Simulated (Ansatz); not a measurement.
Base system: GaAs in the zinc blende structure (space group F-43m, No. 216; a = 5.6028 Å).

The values are results of LDA/PAW in Ansatz (a first-principles code), without spin-orbit coupling, not measurements.

For the base:

* **Hole mass**: 0.028, 0.33, 0.33 mₑ (at Γ)
* **Electron mass**: 0.029 mₑ (at Γ)

Perturbation: an isotropic linear strain of −2.00 %; the atoms relax in the strained cell.

### Question
How does this affect the hole mass?

### Answer
The hole mass (degenerate bands, along [100]) goes from 0.028, 0.33, 0.33 mₑ (at Γ) to 0.051, 0.31, 0.31 mₑ (at Γ).

### Question
What does the calculation give for the mean gap deformation potential ΔEg/Δln V after the change?

### Answer
The mean gap deformation potential ΔEg/Δln V comes out as -7.7 eV.

### Question
What happens to the energy relative to the base?

### Answer
The energy increases by 20 meV/atom.

### Question
Estimate the effect on the electron mass.

### Answer
The electron mass goes from 0.029 mₑ (at Γ) to 0.052 mₑ (at Γ).

Effective masses come from finite differences of ±0.01 Å⁻¹. Whether these cells are dynamically stable was not tested.
